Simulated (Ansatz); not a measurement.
System: Ga3AlAs4 (model structure, P-4m2, No. 115, 8 atoms in the cell). Method: PBE (Ansatz, a first-principles code, PAW).

Settings: plane-wave cutoff 520 eV, 8×8×4 k mesh (along the axes of the cell as run), Fermi–Dirac smearing 0.01 eV, scalar-relativistic PAW data made under PBE.

Cell (relaxed with PBEsol):

Space group P-4m2 (No. 115); a = 4.006 Å, b = 4.006 Å, c = 11.318 Å, α = 90.00°, β = 90.00°, γ = 90.00°

```csv
atom,site,symmetry,x,y,z
Ga,2e,2mm.,0.0000,0.0000,0.2496
As,2g,2mm.,0.0000,0.5000,0.1248
Ga,1b,-4m2,0.5000,0.5000,0.0000
As,2g,2mm.,0.5000,0.0000,0.3749
Al,1c,-4m2,0.5000,0.5000,0.5000
```

Task: What does this level give for the band gap?

Result: 
* **band gap**: 0.81 eV (direct)

Note: the relaxation could raise the start's symmetry but not lower it, so the cell can be a saddle point; cell and atoms aren't relaxed at this level (largest force component 0.09 eV/Å, pressure 2.8 GPa).

Spin–orbit coupling is not included.

The computed numbers hold no vibrational or temperature effects.

A model structure was made by putting elements into a prototype or built by hand; it is no filed structure, need not be a known phase, and can be a saddle point held by its symmetry.
